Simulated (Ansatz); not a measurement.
Functionals compared on the (0001) surface of wurtzite ZnO (in the relaxation like top atoms buckled by 0.4 Å), Zn-terminated, 2x2 with 3 H on 4 top atoms (bottom of the slab: 2 H on 4 bottom sites), in Ansatz (plane waves, PAW). The structure was relaxed with PBE; the other rows are single points on it. Cutoff 420 eV (500 eV for r2SCAN).

Model: 45-atom slab, 13.8 Å thick at the start with caps and adatoms (thin: gaps and levels are the slab's own), 4x4x1 mesh, Fermi-Dirac 0.025 eV, dipole correction, 8 atoms held, the rest relaxed; held to the start's symmetry, so lower structures may exist; spin-polarised, ending with about 1.0 μB a cell; orders that need a larger cell were not tried, no spin-orbit, no U. It is one candidate, not shown to be the stable structure of the face. These notes are the PBE run's. r2SCAN: The program's check for a lower electronic state was not made.

```csv
functional,gap of the slab on its k-mesh (eV),highest filled level below the top vacuum level (eV),magnetic moment of the cell (μB),rough cost of the single point
PBE,0.40,6.43,1.00,–
r2SCAN,[?],[?],1.00,around 7 core-minutes (rough)
```

**Question.** Some entries are withheld; supply them.

**Answer.** 
- r2SCAN, gap of the slab on its k-mesh (eV): 0.78
- r2SCAN, highest filled level below the top vacuum level (eV): 6.82

Ansatz is a first-principles code.
